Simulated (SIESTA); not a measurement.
**Several settings converged on a (001) slab of Au (cut from a parent of space group no. 225; 4 atoms in the cell)**

```yaml
crystal:
  lattice:
    - [2.87634, 0.00000, 0.00000]
    - [-2.87634, 2.87634, 0.00000]
    - [0.00000, 0.00000, 20.10160]
  atoms:
    - { symbol: Au, position: [0.00000, 0.00000, 0.44941] }
    - { symbol: Au, position: [0.00000, 0.50000, 0.34823] }
    - { symbol: Au, position: [0.00000, 0.00000, 0.65177] }
    - { symbol: Au, position: [0.00000, 0.50000, 0.55059] }
```

Base method: GGA PBEsol, numerical atomic orbitals DZP, PseudoDojo PBEsol standard norm-conserving potentials (rewritten from UPF to PSML) (SIESTA 5.4.2).

Base settings: XC.functional = GGA; XC.authors = PBEsol; potentials = PseudoDojo PBEsol standard; PAO.BasisSize = DZP; PAO.EnergyShift = 0.01 Ry; MeshCutoff = 350 Ry; kgrid.MonkhorstPack = 7 7 1; OccupationFunction = FD; ElectronicTemperature = 1160.45 K; MaxSCFIterations = 150.

Core times come from one kind of shared machine, to one figure; runs under 30 s give none.

**The vacuum**

The mesh stays at the base's, so the ladder's end is converged at best in this setting alone.

Only quantities that move along the ladder and can be compared are tabulated; forces are left out, as grid noise moves with the cell.

```tsv
vacuum between outermost atoms (Å)	free energy less the last step's (meV/atom)
3.0	-267.80
4.0	-87.61
5.0	-9.46
6.0	0.02
7.0	0.11
8.0	0.09
10.0	0.11
12.0	0.16
14.0	0.10
17.0	0.10
20.0	0.10
25.0	0.11
30.0	0.00
```

Smallest vacuum between outermost atoms (Å) that holds the free energy within 2 meV/atom of the last step, with all finer ones: 6.0; the step before is off by 9.5 meV/atom.

**The cutoff of the real-space grid**

The mesh stays at the base's, so the ladder's end is converged at best in this setting alone.

Only quantities that move along the ladder and can be compared are tabulated.

| MeshCutoff | free energy less the last step's (meV/atom) | core time / last (rough) |
|---|---|---|
| 175 Ry (214 Ry used) | -1.79 | – |
| 210 Ry (241 Ry used) | -0.90 | – |
| 245 Ry (313 Ry used) | -0.46 | – |
| 298 Ry (302 Ry used) | -1.25 | – |
| 350 Ry (428 Ry used) | -0.30 | 0.5 |
| 420 Ry (481 Ry used) | -0.22 | 0.5 |
| 525 Ry (600 Ry used) | -0.04 | 0.7 |
| 700 Ry (782 Ry used) | 0.00 | 1 |

Coarsest MeshCutoff that holds the free energy within 0.5 meV/atom of the last step, with all finer ones: 350 Ry (428 Ry used); the step before is off by 1.3 meV/atom.

On the base run: the starting cell has typed, rounded lattice constants, without a prior relaxation at this level. The slab is cut from that crystal, and its faces are unrelaxed. Its lattice was rescaled by up to half a per cent. Values carry the incompleteness of an atom-centred basis.
